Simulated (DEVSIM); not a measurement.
## abrupt GaAs p-n junction

Structure: abrupt GaAs p-n junction, at 250 K.

```csv
layer (left to right),material,thickness (μm),Nd (cm⁻³),Na (cm⁻³),τn (s),τp (s)
1,GaAs,1.20,-,4.7e17,1.1e-8,1.1e-8
2,GaAs,94.0,6.9e14,-,1.1e-8,1.1e-8
```

Left contact: ohmic. Right contact: ohmic. Voltage is applied to the left contact. Recombination: SRH at mid-gap, radiative. Mobility is constant in doping.

Constants are typed, rounded textbook-type inputs, not results; the design itself was drawn at random and stands for no fabricated device. Values at 300 K; Nc and Nv go as T^1.5, mobilities as T to minus their exponent, the gap by Varshni's rule with the affinity fixed.

```
parameter             GaAs
----------------  --------
gap (eV)             1.424
affinity (eV)         4.07
permittivity          12.9
Nc (cm⁻³)           4.7e17
Nv (cm⁻³)             9e18
μn (cm²/Vs)           8500
μp (cm²/Vs)            400
T exponent of μn       2.1
T exponent of μp       2.2
B (cm³/s)            2e-10
Varshni α (eV/K)  0.000541
Varshni β (K)          204
```

Simulated with DEVSIM: 1D drift-diffusion, Boltzmann statistics, complete ionisation; no tunnelling, impact ionisation, image-force lowering or self-heating.

```json
{
  "potential_step_across_the_device_at_zero_bias": "1.254 V",
  "largest_field_in_the_device_at_zero_bias": "35000 V/cm",
  "Dark forward voltage at 1 A/cm²": "1.093 V",
  "Dark forward voltage at 100 A/cm²": "1.769 V"
}
```

Small-signal capacitance in reverse bias (quasi-static):

```tsv
V (V)	C (nF/cm²)
-0.1	7.06
-0.25	6.67
-0.5	6.14
-0.75	5.73
-1	5.38
-1.5	4.85
-2	4.45
-2.5	4.14
-3.25	3.77
-4	3.49
-5	3.19
```

Dark forward current:

```csv
V (V),J (A/cm²)
0.05,5.0e-13
0.10,2.0e-12
0.20,2.3e-11
0.25,7.6e-11
0.30,2.5e-10
0.40,2.7e-9
0.45,9.1e-9
0.55,1.0e-7
0.60,3.4e-7
0.65,1.2e-6
0.75,1.4e-5
0.80,5.0e-5
0.85,0.00019
0.95,0.0045
1.00,0.031
1.10,1.3
1.15,4.0
1.20,8.5
1.30,21
1.35,28
1.40,36
1.50,52
1.55,60
1.65,78
1.70,87
1.75,97
1.85,120
1.90,130
```
